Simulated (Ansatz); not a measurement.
Take GaN in the zinc blende structure (space group F-43m, No. 216; a = 4.4983 Å) as the base.

Levels (all Ansatz, a first-principles code, PAW, earlier PAW set): PBEsol (420 eV, without spin-orbit coupling); PBEsol+SOC (420 eV, spin-orbit coupling included).

The geometry is relaxed with PBEsol.

- PBEsol gap character: direct at Γ
- PBEsol valence-band top at Γ: 0.00, 0.00, 0.00 eV
- PBEsol lowest conduction level above the VBM at special points: Γ 1.70 eV; X 3.22 eV; L 4.59 eV; U 4.88 eV

With PBEsol+SOC at the same geometry, the gap character stays direct at Γ; the valence-band top at Γ (three highest Kramers pairs, from the VBM) goes from 0.00, 0.00, 0.00 eV to 0.00, 0.00, -0.01 eV; the hole mass (degenerate bands, along [100]) is 0.23, 0.90 mₑ (at Γ); the lowest conduction level above the VBM at special points remains Γ 1.70 eV; X 3.22 eV; L 4.59 eV; U 4.88 eV. The threefold valence maximum splits by Δso ≈ 12 meV.

Single points use the geometry relaxed with PBEsol. Differences between runs with and without spin-orbit coupling are approximate. Masses are band curvatures over ±0.01 Å⁻¹ around the edge. Stability against distortions was not tested. This is not the structure that GaN has at room temperature and ambient pressure.
